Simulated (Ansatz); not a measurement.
**What biaxial strain −2.50 %, plane normal [001], relaxed out of plane does to NaCl**

Start from NaCl in the rock salt structure (space group Fm-3m, No. 225; a = 5.601 Å). Axes: x, y, z lie along the cube axes.

Modification: compressive biaxial strain of 2.50 % in the plane normal to [001], as in epitaxy on a mismatched substrate; the out-of-plane cell vector and the atoms relax.

The values are results of plane-wave PAW DFT at the PBEsol level (Ansatz, a first-principles code, 420 eV), spin-orbit coupling left out, not measurements. k-mesh 10×10×10 (Γ-centred); smearing 0.05 eV (Fermi–Dirac).

| quantity | base | changed | shift |
|---|---|---|---|
| volume per atom | 21.97 Å³ | 21.12 Å³ | -0.85 Å³ |
| shortest interatomic distance | 2.801 Å | 2.731 Å | -0.070 Å |
| energy relative to the base (free energy F) | 0 meV/atom | +5.9 meV/atom | +5.9 meV/atom |
| pressure (mean of the normal stresses, compression positive) | 0.01 GPa | 1.23 GPa | +1.22 GPa |
| band gap | 5.01 eV | 5.15 eV | +0.14 eV |
| gap character | direct at Γ | direct at Γ | – |
| electron mass | 0.39 mₑ (at Γ) | 0.38 mₑ (at Γ) | – |
| hole mass | – | 0.57 mₑ out of plane, 2.7 mₑ in plane (at Γ) | – |
| valence-band top at Γ (three highest levels, from the VBM) | 0.00, 0.00, 0.00 eV | 0.00, -0.02, -0.02 eV | – |
| out-of-plane strain | – | +1.11 % | – |
| ratio −ε⊥/ε∥ | – | 0.44 | – |
| mean in-plane stress (compression positive) | – | +1.8 GPa | – |

Masses are band curvatures over ±0.01 Å⁻¹ around the edge. Stability against distortions was not tested. k-point labels follow each cell's own Brillouin zone.
